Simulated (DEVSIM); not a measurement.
Structure: Au/SiO2/p-Ge capacitor, at 300 K.

```csv
layer (left to right),material,thickness (nm),Na (cm⁻³)
1,SiO2,0.660,-
2,Ge,6600,8.2e15
```

Metal gate on the left, work function 5.1 eV. Fixed charge at the semiconductor interface -6.8e10 cm⁻² (in units of +e); no interface traps.

This is a model device: material constants are rounded textbook-type values typed into the input, and sizes, dopings and lifetimes were drawn at random. Values at 300 K.

```tsv
parameter	SiO2	Ge
gap (eV)	9	0.664
affinity (eV)	0.9	4
permittivity	3.9	16
Nc (cm⁻³)	-	1.04e19
Nv (cm⁻³)	-	6e18
```

Simulated with DEVSIM: 1D Poisson equation in equilibrium, Boltzmann statistics, complete ionisation; no quantum confinement or tunnelling. Metal contacts follow the ideal Schottky-Mott rule: no Fermi-level pinning, no interface dipoles.

Question: Give the band bending (positive: bands bend down) and minority sheet density.

Answer: 
```csv
Vg (V),ψs (V),minority carriers (cm⁻²)
0.4,-0.164,< 1e8
0.55,-0.054,< 1e8
0.7,0.089,< 1e8
0.85,0.236,7.3e8
1,0.381,1.1e11
1.15,0.485,1.6e12
```
